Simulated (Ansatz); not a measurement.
An Ansatz (a program for electronic structure) input for (Mo,W)N alloy cell MoWN2 (WC type start):

Ansatz 0.2 input:
```yaml
crystal:
  lattice:
    - [-2.874457613, 4.978933316, -0.000065676]
    - [-2.874457456, -4.978933225, -0.000065571]
    - [2.87458919, -0.000000106, 5.777778953]
  atoms:
    - { symbol: W, position: [-0.002070965, 0.499602797, -0.003814748] }
    - { symbol: W, position: [0.249984297, 0.750014731, 0.499998703] }
    - { symbol: Mo, position: [0.499782011, 0.500217063, -0.000000554] }
    - { symbol: Mo, position: [0.749111839, 0.748355977, 0.497621117] }
    - { symbol: W, position: [0.001453557, -0.001453767, -0.000000044] }
    - { symbol: Mo, position: [0.251644789, 0.250888342, 0.502379203] }
    - { symbol: W, position: [0.500397528, 0.00207117, 0.00381539] }
    - { symbol: Mo, position: [0.749683342, 0.250316149, 0.499999908] }
    - { symbol: N, position: [0.958944338, 0.293678479, 0.24499941] }
    - { symbol: N, position: [0.208955838, 0.546167452, 0.749947852] }
    - { symbol: N, position: [0.454510115, 0.287429486, 0.2476947] }
    - { symbol: N, position: [0.712570529, 0.545489992, 0.752305265] }
    - { symbol: N, position: [0.963198735, 0.791654358, 0.24902688] }
    - { symbol: N, position: [0.208345943, 0.036801374, 0.750973542] }
    - { symbol: N, position: [0.45383316, 0.79104455, 0.250052576] }
    - { symbol: N, position: [0.70632135, 0.041055447, 0.755000805] }
basis:
  ecutwfc: 420
  ecutrho_ratio: 4
  xc_grid: 2
kpoints:
  mp_grid: { grid: [7, 7, 6] }
hamiltonian:
  xc: pbe
  dispersion: none
  pseudopotentials: { kind: paw }
scf:
  n_extra_bands: 26
  occupations: { method: fermi_dirac, width: 0.05 }
output:
  forces: true
  stress: true
relax:
  f_tol: 0.03
  max_steps: 90
  cell: { stress_tol: 0.15 }
```

These are PBE (plane waves to 420 eV, PAW; Ansatz) values and carry that method's errors. No spin–orbit coupling; the runs are not spin-polarised. Its k-point mesh 7×7×6, Fermi–Dirac width 0.05 eV.

Task: Write the closing report of this run, without the band table and long remarks, to eight decimals at most.

Result: 
```
SCF converged after 8 iterations
Free energy (F): -64438.740352 eV
Harris-Foulkes:  -64438.740352 eV  (|F-HF|=0.00e0)
Internal energy: -64438.670011 eV  (E = F + TS)
E sigma→0 (E₀):  -64438.705181 eV
Entropy (-TS):   -0.070341 eV (-4.396 meV/atom)
Fermi energy:    21.789010 eV
--- Per-component energies (eV) ---
  E_band       = -289.233110
  E_kinetic    = 4626.925258
  E_local      = -6415.177202  (includes V_loc(G=0)·N_el)
  E_nonlocal   = 933.868680
  E_hartree    = 2140.490851
  E_xc         = -2287.206239
  E_vxc        = -2489.589185  (∫ρ·V_xc dr)
  E_paw        = -48071.276312  (= ΣΔE_a)
  E_vpaw       = -1226.242843  (= ΣTr[D̂ρ^β])
  E_aug_tail   = 0.000479  (compensation charges beyond the density's cutoff)
  E_ewald      = -15366.295526
  E_smearing   = -0.070341  (= −TS)
  E_closure    = 0.000000  (closes the sum)
  Σ components = -64438.740352   (vs F -64438.740352, Δ=0.00e0)
--- Forces (eV/Å), atoms counted from 1 ---
  atom   1  W     -0.00016126    -0.00725708    -0.00262927
  atom   2  W     0.00000000    -0.00156994     0.00000000
  atom   3  Mo     0.00000000     0.00610827    0.00000000
  atom   4  Mo     0.01812651     0.00735704    -0.00042479
  atom   5  W      0.00000000     0.01083786    0.00000000
  atom   6  Mo    -0.01812651     0.00735704     0.00042479
  atom   7  W      0.00016126    -0.00725708     0.00262927
  atom   8  Mo    0.00000000    -0.00865992     0.00000000
  atom   9  N      0.00427510    -0.00112914     0.00663513
  atom  10  N      0.00548599     0.00056538    -0.00302815
  atom  11  N     -0.00006292     0.00189026     0.00387396
  atom  12  N      0.00006292     0.00189026    -0.00387396
  atom  13  N     -0.00060775    -0.00478458     0.00367770
  atom  14  N      0.00060775    -0.00478458    -0.00367770
  atom  15  N     -0.00548599     0.00056538     0.00302815
  atom  16  N     -0.00427510    -0.00112914    -0.00663513
  max |Σ_I F_I| component: 1.08e-8 eV/Å
--- Stress (GPa, compression-positive) ---
       -0.119260       0.000000      -0.006767
        0.000000       0.064158      0.000000
       -0.006767      0.000000      -0.029839
  P = ⅓ Tr σ = -0.0283 GPa (-0.283 kbar)
--- Relaxed structure (8 steps of the walk, 7 accepted, 1 SCFs on fresh bases) ---
  F+E_penalty+E_count = -64438.74035199 eV   max|allowed force component| = 1.813e-2 eV/Å   (the final SCF, on the basis selected at the relaxed cell)
  cell:  # Å, volume = 164.5615 Å³
    - [-2.86926511, 4.97380452, 0.00122403]
    - [-2.86926511, -4.97380452, 0.00122403]
    - [2.86680457, 0.0, 5.76430035]
  atoms:
    - { symbol: W, position: [-0.00047652, 0.50169429, 0.00025981] }
    - { symbol: W, position: [0.24892560, 0.75107440, 0.5] }
    - { symbol: Mo, position: [0.50082076, 0.49917924, 0.0] }
    - { symbol: Mo, position: [0.74496857, 0.73508097, 0.49775045] }
    - { symbol: W, position: [0.00051893, -0.00051893, 0.0] }
    - { symbol: Mo, position: [0.26491903, 0.25503143, 0.50224955] }
    - { symbol: W, position: [0.49830571, 0.00047652, -0.00025981] }
    - { symbol: Mo, position: [0.74284261, 0.25715739, 0.50000000] }
    - { symbol: N, position: [0.95553945, 0.28989432, 0.24223543] }
    - { symbol: N, position: [0.20945494, 0.54619484, 0.75240342] }
    - { symbol: N, position: [0.44906797, 0.28202366, 0.23636752] }
    - { symbol: N, position: [0.71797634, 0.55093203, 0.76363248] }
    - { symbol: N, position: [0.96180713, 0.79191497, 0.24884587] }
    - { symbol: N, position: [0.20808503, 0.03819287, 0.75115413] }
    - { symbol: N, position: [0.45380516, 0.79054506, 0.24759658] }
    - { symbol: N, position: [0.71010568, 0.04446055, 0.75776457] }
```

Cost: around 15 core-minutes (rough).
